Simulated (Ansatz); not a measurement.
Consider CaHfSe$_{3}$ in the cubic perovskite structure (space group Pm-3m, No. 221; a hypothetical phase, not in the database extracts checked).

```yaml
crystal:
  lattice:
    - [5.12321, 0.00000, 0.00000]
    - [0.00000, 5.12321, 0.00000]
    - [0.00000, 0.00000, 5.12321]
  atoms:
    - { symbol: Ca, position: [0.00000, 0.00000, 0.00000] }
    - { symbol: Hf, position: [0.50000, 0.50000, 0.50000] }
    - { symbol: Se, position: [0.00000, 0.50000, 0.50000] }
    - { symbol: Se, position: [0.50000, 0.50000, 0.00000] }
    - { symbol: Se, position: [0.50000, 0.00000, 0.50000] }
```

Cartesian axes are those of the cell as printed.

Computed with Kohn–Sham DFT with the PBEsol functional, run in Ansatz (a first-principles code) with PAW and 420 eV plane waves, without spin-orbit coupling.

For the base:

- Band gap: 0.08 eV
- Pressure: 0.0 GPa
- Shortest interatomic distance: 2.562 Å

Perturbation: compressive biaxial strain of 1.89 % in the plane normal to [111], as in epitaxy on a mismatched substrate; the out-of-plane cell vector and the atoms relax.

Q: How does this affect the band gap, pressure, energy relative to the base and shortest interatomic distance?

A: The band gap changes from 0.08 eV to zero; the pressure (mean of the normal stresses, compression positive) goes from zero to 1.0 GPa; the energy grows by 4.9 meV/atom; the shortest interatomic distance shrinks by 0.012 Å, from 2.562 Å to 2.550 Å.

With Hf present, leaving out spin-orbit coupling can change the band edges. No phonon test of stability was made. All final runs are without spin polarisation. Many cubic perovskites are stable only at high temperature; tilts and polar distortions were not tested. The zero or small gap of CaHfSe3 can change with the level of theory.
